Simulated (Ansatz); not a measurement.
ZrRh3 (Pm-3m, No. 221, 4 atoms in the cell; start mp-229) was calculated with PBEsol (Ansatz, a program for electronic structure, PAW).

Numerical settings: plane-wave cutoff 520 eV, 14×14×14 k mesh, Fermi–Dirac smearing 0.05 eV, no spin polarisation, scalar-relativistic PAW data made under PBE.

Cell (relaxed at this level):

```
CELL_PARAMETERS angstrom
      3.90441     0.00000     0.00000
      0.00000     3.90441     0.00000
      0.00000     0.00000     3.90441
ATOMIC_POSITIONS crystal
  Zr 0.00000 0.00000 0.00000
  Rh 0.50000 0.50000 0.00000
  Rh 0.00000 0.50000 0.50000
  Rh 0.50000 0.00000 0.50000
```

**Question.** Give the computed bulk modulus.

**Answer.** 
- bulk modulus: 238 GPa

Note: the run has no spin polarisation, so it can have missed a magnetic state; the bulk modulus is −V dP/dV from two relaxed cells at ±2 % in volume; the relaxation could not lower the start's symmetry, so the cell can be a saddle point above a distorted one.

The computed numbers hold no vibrational or temperature effects.

Cost on a shared machine: very roughly 60 core-seconds.

A start named mp-… is a Materials Project structure, which need not be a measured phase.
